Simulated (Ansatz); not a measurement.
The cell is built on a prototype and need not be the phase stable at ambient conditions.

By PBEsol, the system below comes out a metal.

Without scattering a metal conducts by its projected Fermi surface.

Data:

```xyz
2
Lattice="3.4049 0.0000 0.0000 0.0000 4.8153 0.0000 1.7025 2.4076 1.7025" Properties=species:S:1:pos:R:3 pbc="T T T"
Be     1.7025     3.6115     0.0000
Be     0.0000     2.4076     0.0000
```

Space group of this cell: Fd-3m, diamond. The cell was relaxed by PBE-D3(BJ); by PBEsol its mean pressure is 1.8 GPa.

The current flows along the normal of the first two printed cell vectors. No spin-orbit coupling; the value is a mean over 0.1 eV about the Fermi level.

Give the ballistic conductance per area that PBEsol (Ansatz, a quantum-chemistry and plane-wave program) yields.

1.4 × 10¹⁵ S/m² for both spins.
